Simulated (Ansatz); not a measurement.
The reference is ZnGeO$_{3}$ (space group R-3, No. 148; a = 4.982 Å, c = 13.830 Å (hexagonal axes); a cell from a computed database, its experimental status unchecked; layered).

All numbers come from plane-wave PAW DFT at the PBEsol level (Ansatz, an electronic-structure program, 420 eV), without spin-orbit coupling.

Before the change:

The volume per atom is 9.91 Å³ and the c/a ratio comes out as 2.776.

Perturbation: full substitution O → N; the structure is relaxed again.

Tabulated Pauling electronegativity and covalent radius: O 3.44, 0.66 Å; N 3.04, 0.71 Å.

Q: What happens to the volume per atom?

A: The volume per atom goes up by 0.11 Å³ to 10.02 Å³.

Q: Predict the new c/a ratio.

A: The c/a ratio falls by 0.2316, from 2.776 to 2.545.

Stability against distortions was not tested. As relaxed here, ZnGeN3 is a hypothetical phase, not in the database extracts checked. The final runs are not spin-polarised. No dispersion term is included in the PBEsol runs.
